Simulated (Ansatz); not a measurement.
The parent structure is MgO in the rock salt structure (space group Fm-3m, No. 225).

```yaml
crystal:
  lattice:
    - [0.00000, 2.10706, 2.10706]
    - [2.10706, 0.00000, 2.10706]
    - [2.10706, 2.10706, 0.00000]
  atoms:
    - { symbol: O, position: [0.00000, 0.00000, 0.00000] }
    - { symbol: Mg, position: [0.50000, 0.50000, 0.50000] }
```

Cartesian axes are those of the cell as printed.

Levels (all Ansatz, an electronic-structure program, PAW): PBEsol (420 eV, no SOC); r2SCAN (500 eV, without spin-orbit coupling).

Its gap is 4.62 eV with PBEsol and 5.61 eV with r2SCAN.

Modification: the symmetric strain tensor [-0.0038 0.0056 -0.0264; 0.0056 0.0143 0.0005; -0.0264 0.0005 0.0280]; the atoms relax in the strained cell.

With PBEsol the gap becomes 4.03 eV.

Problem. If the r2SCAN correction stayed the same, what would the r2SCAN gap be, and what does the r2SCAN run give?

Solution. A rigid correction of +0.99 eV gives 5.02 eV. The r2SCAN run gives 5.00 eV, so the two effects roughly add.

Single points use the geometry relaxed with PBEsol. Stability against distortions was not tested.
